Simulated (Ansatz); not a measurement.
Cost and result by functional for the adsorption energy of N on the 1x1 (111) surface of fcc Cu, one in a 2x2 cell, started at the site 'bridge Cu-Cu (span 2.6 Å)', in Ansatz (plane waves, PAW). Single points on the PBE structure, on one kind of machine; costs are rough ratios of the slab run's core time (references not counted) to the cheapest single point. r2SCAN's cost holds its higher cutoff (500 against 420 eV). Differences are taken against r2SCAN for comparison alone: no measured value is at hand, so the table doesn't rank accuracy.

Model: 17-atom slab, 6.2 Å thick at the start under the adsorbate (thin: gaps and levels are the slab's own), 6x6x1 mesh, Fermi-Dirac 0.1 eV, dipole correction, 8 atoms held, the rest relaxed; start symmetry kept, larger cells not searched; spin-polarised, no spin-orbit, no U, no dispersion correction. The starting moment vanished. At the end it is bonded to 3 Cu. In PBE it is, or lies within 0.03 eV of, the lowest of the starts that converged. These notes are the PBE run's. r2SCAN: The program's check for a lower electronic state was not made. Adsorption energies are against ½ N2(g). A negative adsorption energy means that the adsorbate is more stable on the surface than in its reference.

```json
[
 {"functional": "RPBE", "relative cost": "1", "adsorption energy (eV)": "1.75", "less r2SCAN (eV)": "0.48"},
 {"functional": "r2SCAN", "relative cost": "2", "adsorption energy (eV)": "1.27", "less r2SCAN (eV)": "0.00"},
 {"functional": "PBE (the relaxed run's value)", "relative cost": "–", "adsorption energy (eV)": "1.47", "less r2SCAN (eV)": "0.20"}
]
```

The values span 0.48 eV, while the single points' costs differ by a factor of roughly 2. Differences are of unrounded values.

Ansatz is a quantum-chemistry and plane-wave program.
